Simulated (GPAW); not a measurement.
**Input and output of a self-consistent single point for GaSb (F-43m, 2 atoms in the cell) (GPAW)**

Method of the run: PBE, GPAW PAW datasets PBE (gpaw-data 1.0.1) (plane waves; GPAW).

Input:

```python
from ase import Atoms
from ase.units import GPa
from gpaw import GPAW, PW, FermiDirac

atoms = Atoms(['Ga', 'Sb'],
              cell=[[0.000000, 3.050000, 3.050000],
                    [3.050000, 0.000000, 3.050000],
                    [3.050000, 3.050000, 0.000000]],
              positions=[[0.000000, 0.000000, 0.000000],
                         [1.525000, 1.525000, 1.525000]],
              pbc=True)

calc = GPAW(mode=PW(600),
            xc='PBE',
            kpts={'size': (8, 8, 8), 'gamma': True},
            occupations=FermiDirac(0.01),
            nbands=-6,
            convergence={'density': 1e-05, 'bands': -4},
            symmetry={'symmorphic': False, 'tolerance': 0.0005},
            maxiter=100)

atoms.calc = calc

energy = atoms.get_potential_energy()
print('Energy (eV):', round(energy, 6))
forces = atoms.get_forces()
print('Forces (eV/Ang):')
print(forces.round(5))
stress = atoms.get_stress()
print('Stress (GPa, Voigt):', (stress / GPa).round(4))
```

The program printed (abridged):

```
Input parameters:
  convergence: {bands: -4,
                density: 1e-05}
  kpts: {gamma: True,
         size: (8, 8, 8)}
  maxiter: 100
  mode: {ecut: 600.0,
         name: pw}
  nbands: -6
  occupations: {fixmagmom: False,
                name: fermi-dirac,
                width: 0.01}
  symmetry: {symmorphic: False,
             tolerance: 0.0005}
  xc: PBE

species:
  Ga:
    name: Gallium
    Z: 31.0
    valence: 3
    core: 28
    charge: 0.0
    file: Ga.PBE.gz

    # Using partial waves for Ga as LCAO basis

  Sb:
    name: Antimony
    Z: 51.0
    valence: 15
    core: 36
    charge: 0.0
    file: Sb.PBE.gz

    # Using partial waves for Sb as LCAO basis

Reference energy: -229166.229777  # eV

Spin-paired calculation

Convergence criteria:
 Maximum [total energy] change in last 3 cyles: 0.0005 eV / valence electron
 Maximum integral of absolute [dens]ity change: 1e-05 electrons / valence electron
 Maximum integral of absolute [eigenst]ate change: 4e-08 eV^2 / valence electron
 Maximum number of scf [iter]ations: 100

Symmetries present (total): 24
Symmetries with fractional translations: 0
512 k-points: 8 x 8 x 8 Monkhorst-Pack grid + [1/16,1/16,1/16]
29 k-points in the irreducible part of the Brillouin zone
       k-points in crystal coordinates                weights
   0:     0.00000000    0.00000000    0.00000000          1/512
   1:     0.12500000    0.12500000    0.00000000          6/512
   2:     0.12500000    0.12500000    0.12500000          8/512
   [... 7 lines left out ...]
          ...
  28:     0.50000000    0.50000000    0.50000000          4/512

Wave functions: Plane wave expansion
  Cutoff energy: 600.000 eV
  Number of coefficients (min, max): 1868, 1924
  Pulay-stress correction: 0.000000 eV/Ang^3 (de/decut=0.000000)

Occupation numbers: Fermi-Dirac:
  width: 0.0100  # eV

Eigensolver

Densities:
  Coarse grid: 25*25*25 grid
  Fine grid: 50*50*50 grid
  Total Charge: 0.000000

Density mixing:
  Method: separate
  Backend: pulay
  Linear mixing parameter: 0.05
  old densities: 5
  Damping of long wavelength oscillations: 50

Hamiltonian:
  XC and Coulomb potentials evaluated on a 50*50*50 grid
  External potential:
    NoExternalPotential

XC parameters: PBE with 2 nearest neighbor stencil

Number of atoms: 2
Number of atomic orbitals: 13
Number of bands in calculation: 15
Number of valence electrons: 18
Bands to converge: 11

Density initialized from atomic densities
  13 bands from LCAO basis set
  2 bands from random numbers

Atomic positions and initial magnetic moments

Positions:
   0 Ga     0.000000    0.000000    0.000000    ( 0.0000,  0.0000,  0.0000)
   1 Sb     1.525000    1.525000    1.525000    ( 0.0000,  0.0000,  0.0000)

Unit cell:
           periodic     x           y           z      points  spacing
  1. axis:    yes    0.000000    3.050000    3.050000    25     0.1409
  2. axis:    yes    3.050000    0.000000    3.050000    25     0.1409
  3. axis:    yes    3.050000    3.050000    0.000000    25     0.1409

  Lengths:   4.313351   4.313351   4.313351
  Angles:   60.000000  60.000000  60.000000

Effective grid spacing dv^(1/3) = 0.1537

     iter     time        total  log10-change:
                         energy   eigst   dens
iter:   1 --:--:--    -7.615463   +1.09
iter:   2 --:--:--    -7.647350   +0.23  -1.28
iter:   3 --:--:--    -7.636081   -1.24  -1.29
iter:   4 --:--:--    -7.641983   -2.07  -1.76
iter:   5 --:--:--    -7.638709c  -2.83  -2.09
iter:   6 --:--:--    -7.638537c  -3.78  -2.49
iter:   7 --:--:--    -7.638249c  -4.59  -2.63
iter:   8 --:--:--    -7.638239c  -5.55  -3.47
iter:   9 --:--:--    -7.638239c  -6.48  -3.84
iter:  10 --:--:--    -7.638240c  -6.70  -3.74
iter:  11 --:--:--    -7.638240c  -6.67  -4.03
iter:  12 --:--:--    -7.638240c  -8.05c -4.61
iter:  13 --:--:--    -7.638240c  -8.88c -4.83
iter:  14 --:--:--    -7.638240c  -9.41c -4.78
iter:  15 --:--:--    -7.638240c  -8.38c -4.77
iter:  16 --:--:--    -7.638240c  -9.35c -5.19c

Converged after 16 iterations.

Dipole moment: (-4.579952, -4.579952, -4.579952) |e|*Ang

Energy contributions relative to reference atoms: (reference = -229166.229777)

Kinetic:        +13.298809
Potential:      -11.632172
External:        +0.000000
XC:              -9.497092
Entropy (-ST):   -0.000000
Local:           +0.192215
SIC:             +0.000000
--------------------------
Free energy:     -7.638241
Extrapolated:    -7.638240

Showing only first 2 kpts
 Kpt  Band  Eigenvalues  Occupancy
  0     7      4.97039    1.99951
  0     8      4.97039    1.99951
  0     9      5.12585    0.00146
  0    10      7.78694    0.00000

  1     7      4.28563    2.00000
  1     8      4.28563    2.00000
  1     9      6.72045    0.00000
  1    10      7.49725    0.00000

Fermi level: 5.05362

Gap: 0.155 eV
Transition (v -> c):
  (s=0, k=0, n=8, [0.00, 0.00, 0.00]) -> (s=0, k=0, n=9, [0.00, 0.00, 0.00])
No difference between direct/indirect transitions
Energy (eV): -7.63824

Forces in eV/Ang:
  0 Ga    0.00000    0.00000   -0.00000
  1 Sb    0.00000    0.00000    0.00000

Stress tensor:
    -0.017615    -0.000000    -0.000000
    -0.000000    -0.017615    -0.000000
    -0.000000    -0.000000    -0.017615
Stress (GPa, Voigt): [-2.8223 -2.8223 -2.8223 -0.     -0.     -0.    ]
```

The run converged in 16 iterations. GPAW prints stress with tension positive.

The starting cell has typed, rounded lattice constants, without a prior relaxation at this level. Spin-orbit coupling is off.
